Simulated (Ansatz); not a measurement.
**GaN under a change: uniaxial strain ε_zz = −2.00 %**

The parent structure is GaN in the zinc blende structure (space group F-43m, No. 216; a = 4.498 Å). Axes: x, y, z lie along the cube axes.

Perturbation: uniaxial strain ε_zz = −2.00 %, all other strain components held at zero; the atoms relax in the strained cell.

Method: Ansatz (a first-principles code) r2SCAN, spin-orbit coupling left out. k-mesh 13×13×13 (Γ-centred); smearing 0.05 eV (Fermi–Dirac).

- Volume per atom: 11.15 Å³ (base 11.37 Å³)
- Space group: I-4m2 (No. 119) (base F-43m (No. 216))
- Shortest interatomic distance: 1.935 Å (base 1.948 Å)
- Energy relative to the base (free energy F): +4.1 meV/atom
- Pressure (mean of the normal stresses, compression positive): 4.11 GPa (base 0.00 GPa)
- Band gap: 2.24 eV (base 2.17 eV)
- Gap character: direct at Γ (base direct at Γ)
- Electron mass: 0.18 mₑ (at Γ) (base 0.17 mₑ (at Γ))
- Hole mass: 0.19 mₑ along z, 0.83 mₑ across (at Γ)
- Valence-band top at Γ (three highest levels, from the VBM): 0.00, -0.09, -0.09 eV (base 0.00, 0.00, 0.00 eV)
- Valley order (the lowest conduction-band minima on the path, energy above the VBM, named in the base's zone): Γ 2.24 eV; X along [001] 3.63 eV (base Γ 2.17 eV)
- Stress (xx, yy, zz, yz, xz, xy; compression positive): (3.28, 3.28, 5.78, 0.00, 0.00, 0.00) GPa

Cost of the whole job for the changed cell (relaxation, final SCF and bands): about 21 core-seconds (a rough figure).

Effective masses come from finite differences of ±0.01 Å⁻¹. Whether these cells are dynamically stable was not tested. This is not the structure that GaN has at room temperature and ambient pressure. k-point labels follow each cell's own Brillouin zone.
